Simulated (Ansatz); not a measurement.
SiO₂ (P4₁2₁2, No. 92) was calculated with r²SCAN (Ansatz, a first-principles code, plane waves, PAW).

Run with plane-wave cutoff 560 eV, 8×8×6 k mesh (along the axes of the cell as run), Fermi–Dirac smearing 0.01 eV, scalar-relativistic PAW data made under PBE.

Cell (relaxed at this level):

```cif
data_O8Si4
_chemical_formula_sum 'Si4 O8'
_space_group_name_H-M_alt 'P41212'
_space_group_IT_number 92
_space_group_name_Hall 'P 4abw 2nw'
_cell_length_a 4.97890
_cell_length_b 4.97890
_cell_length_c 6.91532
_cell_angle_alpha 90.000
_cell_angle_beta 90.000
_cell_angle_gamma 90.000
loop_
_atom_site_label
_atom_site_type_symbol
_atom_site_symmetry_multiplicity
_atom_site_Wyckoff_symbol
_atom_site_fract_x
_atom_site_fract_y
_atom_site_fract_z
_atom_site_occupancy
Si1 Si 4 a 0.30253 0.30253 0.00000 1
O1 O 8 b 0.23814 0.10942 0.18151 1
```

Problem. Give the computed bulk modulus and band gap.

Solution. 
bulk modulus: 14.6 GPa
band gap: 6.35 eV (direct)

Note: the bulk modulus comes from volumes at which shape and atoms were relaxed.

The computed numbers hold no vibrational or temperature effects.
